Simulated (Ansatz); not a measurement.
The structure below was relaxed with Ansatz (a program for electronic structure) PBEsol, no spin-orbit coupling.

Space group P6₃/mmc (No. 194); a = b = 3.0374 Å, c = 13.6377 Å, α = β = 90.00°, γ = 120.00°

```csv
atom,site,symmetry,x,y,z
Ti,4f,3m.,0.3333,0.6667,0.0833
Al,2d,-6m2,0.6667,0.3333,0.2500
C,2a,-3m.,0.0000,0.0000,0.0000
```

Problem. Write out a cell with all atoms.

Solution. 
```
Ti2AlC
1.0
    3.03741     0.00000     0.00000
   -1.51870     2.63047     0.00000
    0.00000     0.00000    13.63773
Ti Al C
4 2 2
Cartesian
  0.00000   1.75365   1.13625
  1.51870   0.87682  12.50148
  1.51870   0.87682   7.95511
  0.00000   1.75365   5.68262
  0.00000   1.75365  10.22829
  1.51870   0.87682   3.40943
  0.00000   0.00000   6.81886
  0.00000   0.00000   0.00000
```
This is the conventional cell.

Stability against distortions was not tested. The final runs are not spin-polarised. The cell was made from Ti2GaC by this change: Ga → Al; the result is a model cell, its experimental status unchecked.
